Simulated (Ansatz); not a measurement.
Consider Rb in the bcc (W type) structure (space group Im-3m, No. 229; a = 5.748 Å).

Level of theory: Ansatz (an electronic-structure program), r2SCAN, PAW, cutoff 500 eV, spin-orbit coupling left out.

Before the change:

```
Quantity            Value
---------------  --------
Volume per atom  94.98 Å³
```

Modification: Na takes the place of Rb on all its sites, then cell and atoms are relaxed.

Tabulated Pauling electronegativity and covalent radius: Rb 0.82, 2.20 Å; Na 0.93, 1.66 Å.

Task: What does the calculation give for the volume per atom after the change?

Result: The volume per atom decreases by 57.32 Å³ (94.98 Å³ → 37.66 Å³).

Whether these cells are dynamically stable was not tested.
